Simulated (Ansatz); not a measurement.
The starting structures come from a database of crystals and need not be the phases stable at ambient conditions.

 Where the default PAW files enter, the runs use the earlier of Ansatz's two default sets.

By LDA and PBEsol, the system below comes out a metal.

Given:

```xyz
12
Lattice="3.6973 0.0000 0.0000 0.0000 4.9287 0.0000 0.0000 0.0000 7.0021" Properties=species:S:1:pos:R:3 pbc="T T T"
Si     2.7730     1.4333     4.2946
Si     0.9243     3.4955     2.7074
Si     0.9243     1.0311     0.7936
Si     2.7730     3.8976     6.2085
Ni     2.7730     2.2568     2.0499
Ni     0.9243     2.6720     4.9522
Ni     0.9243     0.2076     5.5509
Ni     2.7730     4.7211     1.4512
Ni     2.7730     1.6208     6.5788
Ni     0.9243     3.3079     0.4233
Ni     0.9243     0.8436     3.0778
Ni     2.7730     4.0852     3.9243
```

Space group of this cell: Pnma. The cell is taken as given.

The current runs along the normal of the first two printed vectors. All runs by Ansatz (a first-principles code), plane waves and PAW, without spin-orbit coupling; the base is PBEsol.

```
run                                                      mean pressure (GPa)  G/A, both spins (10¹⁵ S/m²)
-------------------------------------------------------  -------------------  ---------------------------
base                                                                    -0.2                         0.61
all lengths scaled by 0.98                                              15.6                         0.64
all lengths scaled by 1.02                                             -12.0                         0.59
lda in place of pbesol                                                  -6.7                         0.61
lengths across the current scaled by 0.98, ions clamped                  9.9                            …
lengths across the current scaled by 1.02, ions clamped                 -8.3                         0.59
lengths along the current scaled by 0.97, ions clamped                   7.5                            …
lengths along the current scaled by 1.03, ions clamped                  -6.4                         0.61
```

Q: Some entries are withheld; supply them.

A: 
- lengths across the current scaled by 0.98, ions clamped, G/A, both spins (10¹⁵ S/m²): 0.65
- lengths along the current scaled by 0.97, ions clamped, G/A, both spins (10¹⁵ S/m²): 0.62
